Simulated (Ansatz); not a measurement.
Si under a change: electrons 1.0×10^21 cm⁻³

Base system: Si in the diamond structure (space group Fd-3m, No. 227; a = 5.4699 Å).

One thing is altered: electron doping at 1.0×10^21 cm⁻³ (0.0409 per cell), with a uniform compensating background at fixed cell and a 300 K Fermi–Dirac width.

The values are results of PBE, PAW, 420 eV (Ansatz, a first-principles code; no SOC), earlier PAW set, not measurements. k-mesh 24×24×24 (Γ-centred); smearing 0.0259 eV (Fermi–Dirac).

The gap between the host's bands decreases by 0.01 eV (0.61 eV → 0.60 eV) and the gap character stays indirect, Γ → a point along ⟨100⟩, about 1.0 Å⁻¹ from Γ. The valley order (the lowest conduction-band minima on the path, energy above the VBM, named in the base's zone) changes from a point along ⟨100⟩, about 1.0 Å⁻¹ from Γ 0.61 eV; L along ⟨111⟩ 1.46 eV to a point along ⟨100⟩, about 1.0 Å⁻¹ from Γ 0.60 eV; L along ⟨111⟩ 1.45 eV and the Fermi level relative to the doped band's edge (positive inside the band; to 0.05 eV) comes out as +0.25 eV.

Final structure:

```xyz
2
Lattice="0.0000 2.7349 2.7349 2.7349 0.0000 2.7349 2.7349 2.7349 0.0000" Properties=species:S:1:pos:R:3 pbc="T T T"
Si     2.7349     2.7349     2.7349
Si     4.1024     4.1024     4.1024
```
Cell charge -0.040914.

Cost of the whole job for the changed cell (relaxation, final SCF and bands): around 25 core-seconds (rough).

Charged cell with a jellium background: band edges are those of the host's band count, energies are not comparable with the neutral cell, and many-body gap narrowing is missing. Whether these cells are dynamically stable was not tested.
